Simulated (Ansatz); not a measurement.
Bond-angle distributions (per cent of the angles at each element, bins of 10°) of a relaxed model of amorphous Ge$_{28}$Se$_{28}$B$_{3}$ at 4.88 g/cm³. These are PBE-D3(BJ), scalar-relativistic without spin-orbit coupling, PAW (Ansatz default set, large-core Se) (plane waves to 420 eV; Ansatz, a first-principles code) values and carry that method's errors.

Preparation: random packing, a CHGNet melt and quench, and a DFT relaxation. The hot cell started wider than the set density and was brought back towards it in steps. It is the lowest in DFT energy of 3 quenches. It is a model cell: composition and starting density were chosen by hand, and all elements were melted together. The geometry includes D3(BJ) dispersion. Its density started from a set value of 4.88 and ended at 4.88 g/cm³. The quench (nominally 180 K/ps over its main leg) was far faster than any real one, so the model tends to hold more defects than a real film. Values belong to this one cell and scatter from quench to quench. Volume and shape were free in the relaxation. On a 2×2×2 Γ-centred mesh force components of up to 0.16 eV/Å stay, since the relaxation ran on one k-point at (1/4, 1/4, 1/4).

Bonds are counted up to Ge-Ge 2.85 Å, Ge-Se 2.86 Å, Ge-B 2.45 Å, Se-Se 2.76 Å, Se-B 2.45 Å, B-B 2.02 Å.

```
angle (°)  at Ge  at Se
---------  -----  -----
50-60          0      3
60-70          1      0
70-80          1      7
80-90         22     22
90-100        19     33
100-110       31     15
110-120       11      6
120-130        8      7
130-140        3      0
140-150        1      4
150-160        0      1
160-170        0      0
170-180        2      0
```

They go with these counts of neighbours within the cut-offs, cation contacts included: Ge mean 3.4, most often 3; Se mean 2.7, most often 3.
